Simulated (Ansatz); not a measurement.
## MgF₂ in the rutile structure (space group P4_2/mnm, No. 136)

```
CELL_PARAMETERS angstrom
      4.62599     0.00000     0.00000
      0.00000     4.62599     0.00000
      0.00000     0.00000     3.04917
ATOMIC_POSITIONS crystal
  Mg 0.50000 0.50000 0.50000
  Mg 0.00000 0.00000 0.00000
  F  0.69708 0.69708 0.00000
  F  0.30292 0.30292 0.00000
  F  0.80292 0.19708 0.50000
  F  0.19708 0.80292 0.50000
```

Calculations: r2SCAN in Ansatz (plane waves to 500 eV, PAW, scalar-relativistic without spin-orbit coupling), earlier PAW set. Settings: 7×7×11 k-points, 0.05 eV Fermi–Dirac smearing.

```yaml
volume_per_atom: 10.88 Å³
density: 3.17 g/cm³
band_gap: 8.06 eV, direct at Γ
Lowest conduction-band minima above the VBM: Γ 8.06 eV
total_energy: -1183.870 eV/atom (σ→0; compares only within this code and set-up)
```

Whether these cells are dynamically stable was not tested.

Ansatz is a program for electronic structure.
